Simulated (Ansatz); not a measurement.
Start from Pt in the fcc (Cu type) structure (space group Fm-3m, No. 225).

```yaml
crystal:
  lattice:
    - [0.00000, 1.98504, 1.98504]
    - [1.98504, 0.00000, 1.98504]
    - [1.98504, 1.98504, 0.00000]
  atoms:
    - { symbol: Pt, position: [0.00000, 0.00000, 0.00000] }
```

Computed with PBE (Ansatz, an electronic-structure program, PAW, no spin-orbit coupling), earlier PAW set.

Before the change:

```
Item                   Value
-------------------  -------
Lattice parameter a  3.970 Å
```

The change: every Pt is replaced by Pd, then cell and atoms are relaxed.

Tabulated Pauling electronegativity and covalent radius: Pt 2.28, 1.36 Å; Pd 2.20, 1.39 Å.

Problem. How does this affect the lattice parameter a?

Solution. The lattice parameter a drops by 0.027 Å to 3.943 Å.

No phonon test of stability was made. The final runs are not spin-polarised.
